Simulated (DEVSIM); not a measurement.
System: abrupt Ge n-p junction, at 300 K.

| layer (left to right) | material | thickness (μm) | Nd (cm⁻³) | Na (cm⁻³) | τn (s) | τp (s) |
|---|---|---|---|---|---|---|
| 1 | Ge | 6.10 | 4.8e16 | - | 1.7e-6 | 1.7e-6 |
| 2 | Ge | 1.40 | - | 1.9e17 | 1.7e-6 | 1.7e-6 |

Left contact: ohmic. Right contact: ohmic. Voltage is applied to the left contact. Recombination: SRH at mid-gap, radiative. Mobility is constant in doping.

This is a model device: material constants are rounded textbook-type values typed into the input, and sizes, dopings and lifetimes were drawn at random. Values at 300 K.

| parameter | Ge |
|---|---|
| gap (eV) | 0.664 |
| affinity (eV) | 4 |
| permittivity | 16 |
| Nc (cm⁻³) | 1.04e19 |
| Nv (cm⁻³) | 6e18 |
| μn (cm²/Vs) | 3900 |
| μp (cm²/Vs) | 1900 |
| B (cm³/s) | 6.4e-14 |

Simulated with DEVSIM: 1D drift-diffusion, Boltzmann statistics, complete ionisation; no tunnelling, impact ionisation, image-force lowering or self-heating.

The doping Na of layer 2 was swept, all else fixed.

```json
[
 {"doping Na of layer 2 (cm^-3)": "5.7e15", "dark forward voltage at 1 A/cm² (V)": "0.118", "largest field in the device at zero bias (V/cm)": "19000", "potential step across the device at zero bias (V)": "0.345", "dark forward voltage at 100 A/cm² (V)": "0.243"},
 {"doping Na of layer 2 (cm^-3)": "1.9e16", "dark forward voltage at 1 A/cm² (V)": "0.150", "largest field in the device at zero bias (V/cm)": "32000", "potential step across the device at zero bias (V)": "0.376", "dark forward voltage at 100 A/cm² (V)": "0.274"},
 {"doping Na of layer 2 (cm^-3)": "5.7e16", "dark forward voltage at 1 A/cm² (V)": "0.178", "largest field in the device at zero bias (V/cm)": "46000", "potential step across the device at zero bias (V)": "0.405", "dark forward voltage at 100 A/cm² (V)": "0.299"},
 {"doping Na of layer 2 (cm^-3)": "1.9e17", "dark forward voltage at 1 A/cm² (V)": "0.203", "largest field in the device at zero bias (V/cm)": "58000", "potential step across the device at zero bias (V)": "0.436", "dark forward voltage at 100 A/cm² (V)": "0.324"},
 {"doping Na of layer 2 (cm^-3)": "5.7e17", "dark forward voltage at 1 A/cm² (V)": "0.219", "largest field in the device at zero bias (V/cm)": "67000", "potential step across the device at zero bias (V)": "0.464", "dark forward voltage at 100 A/cm² (V)": "0.340"},
 {"doping Na of layer 2 (cm^-3)": "1.9e18", "dark forward voltage at 1 A/cm² (V)": "0.228", "largest field in the device at zero bias (V/cm)": "86000", "potential step across the device at zero bias (V)": "0.495", "dark forward voltage at 100 A/cm² (V)": "0.349"}
]
```

From the first row to the last the dark forward voltage at 1 A/cm² goes from 0.118 to 0.228. From the first row to the last the largest field in the device at zero bias goes from 19000 to 86000.
